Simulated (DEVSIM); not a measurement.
Structure: abrupt Si p-n junction, at 300 K.

Layer 1 from the left is Si, thickness (μm) 0.120, Na (cm⁻³) 2.8e16, τn (s) 0.00048, τp (s) 0.00048. Layer 2 from the left is Si, thickness (μm) 7.50, Nd (cm⁻³) 2.1e16, τn (s) 0.00048, τp (s) 0.00048.

Left contact: ohmic. Right contact: ohmic. Voltage is applied to the left contact. Recombination: SRH at mid-gap, Auger. Gap narrowing is on: ΔEg = 6.92 meV × (l + √(l² + 0.5)), l = ln(N/1.3e17 cm⁻³), shared equally by both band edges. Mobility is constant in doping.

The device is made up for the run: typed textbook-type constants, with dimensions and the other settings drawn at random. Values at 300 K.

Si: gap (eV) 1.124, affinity (eV) 4.05, permittivity 11.7, Nc (cm⁻³) 2.86e19, Nv (cm⁻³) 3.1e19, μn (cm²/Vs) 1417, μp (cm²/Vs) 470, Cn (cm⁶/s) 2.8e-31, Cp (cm⁶/s) 9.9e-32.

Simulated with DEVSIM: 1D drift-diffusion, Boltzmann statistics, complete ionisation; no tunnelling, impact ionisation, image-force lowering or self-heating.

Task: What does the simulation give for the potential step across the device at zero bias, the dark forward voltage at 100 A/cm²?

Result: potential step across the device at zero bias 0.755 V; dark forward voltage at 100 A/cm² 0.642 V.
